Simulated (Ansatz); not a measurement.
System: A15 Mo3Si. Method: LDA (Ansatz, a program for electronic structure, PAW).

Settings: plane-wave cutoff 500 eV, 8×8×8 k mesh, Fermi–Dirac smearing 0.05 eV, no spin polarisation, scalar-relativistic PAW data made under PBE.

Computed at the level's own relaxed cell.

### Question
Estimate the equilibrium volume per atom and equilibrium lattice constant a that the calculation returns.

### Answer

equilibrium volume per atom: 14.12 Å³/atom
equilibrium lattice constant a: 4.834 Å

Measured, for comparison: lattice constant a 4.889 Å (temperature not stated, copied from a table, unchecked, no zero-point or thermal correction; as tabulated in Dopovidi Akademii Nauk Ukrains'koi RSR, Seriya A: Fiziko-Tekhnichni ta Matematichni Nauki 1970, 553 (1970)). Computed (rounded) less measured: lattice constant a not scored (unchecked). A static lattice is as a rule a little smaller and stiffer than an uncorrected measurement, which narrows the difference in the lattice constant a and would widen misses of the other sign.

Computed values are for the static lattice.
